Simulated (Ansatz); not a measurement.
## The (0001) surface of hcp Y in its 1x1 cell

All values below come from PBE (plane waves to 420 eV, PAW; Ansatz, a first-principles code).

Model: 4-atom slab, 8.5 Å thick at the start (thin: gaps and levels are the slab's own), 10x10x1 mesh, Fermi-Dirac 0.1 eV, dipole correction, all atoms relaxed; symmetry of the start imposed; no spin, no spin-orbit, no U.

| Quantity | Result |
|---|---|
| work function of the top face | 3.35 eV |
| energy released by relaxation | 0.012 eV |
| cost | roughly 40 core-seconds |
